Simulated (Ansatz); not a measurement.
Method: PBE (plane waves to 420 eV, PAW; Ansatz, an electronic-structure program).

Planar average of the electrostatic potential across the slab, in eV from the Fermi level, for a constructed model of the (111) surface of fcc Ni, ferromagnetic, p(2x2), one Ni adatom (bottom of the slab: a bare face, its two planes held):

(z (Å), V (eV)): (3.86, 5.07); (4.16, 5.07); (4.45, 5.06); (4.75, 5.06); (5.05, 5.05); (5.34, 5.03); (5.64, 4.99); (5.94, 4.89); (6.23, 4.69); (6.53, 4.26); (6.83, 3.31); (7.12, 1.22); (7.42, -4.95); (7.72, -14.59); (8.02, -20.44); (8.31, -18.24); (8.61, -9.64); (8.91, -1.67); (9.20, -0.63); (9.50, -6.77); (9.80, -16.14); (10.09, -20.79); (10.39, -17.38); (10.69, -8.33); (10.98, -1.18); (11.28, -1.15); (11.58, -8.27); (11.88, -17.32); (12.17, -20.76); (12.47, -16.14); (12.77, -6.79); (13.06, -0.68); (13.36, -1.73); (13.66, -9.70); (13.95, -18.31); (14.25, -20.56); (14.55, -14.87); (14.84, -5.44); (15.14, -0.41); (15.44, -2.53); (15.73, -11.17); (16.03, -19.15); (16.33, -20.18); (16.62, -13.54); (16.92, -4.25); (17.22, -0.31); (17.52, -3.58); (17.81, -12.65); (18.11, -19.79); (18.41, -19.46); (18.70, -11.89); (19.00, -2.83); (19.30, 0.36); (19.59, -0.59); (19.89, -1.77); (20.19, -1.54); (20.48, 0.21); (20.78, 2.27); (21.08, 3.15); (21.38, 3.47); (21.67, 3.62); (21.97, 3.69); (22.27, 3.73); (22.56, 3.75); (22.86, 3.76); (23.16, 3.76); (23.45, 3.76); (23.75, 3.76); (24.05, 3.76); (24.34, 3.76)

Slab: 25 atoms, 12.3 Å thick at the start; k 9x9x1, smearing 0.1 eV, dipole-corrected; 8 atoms held, the rest relaxed; symmetry of the start imposed; spin-polarised, ending with about 16.5 μB a cell; orders that need a larger cell were not tried, no spin-orbit, no U. It is one candidate, not shown to be the stable structure of the face.

**Question.** The surface cell has an area of 21.45 Å². What dipole along the normal does the step between the two vacuum levels imply?

**Answer.** the top vacuum level lies 1.30 eV below the bottom one; p = −ε₀ A ΔV (ε₀ = 0.005526 e/(V·Å)) gives 0.15 e·Å a cell.
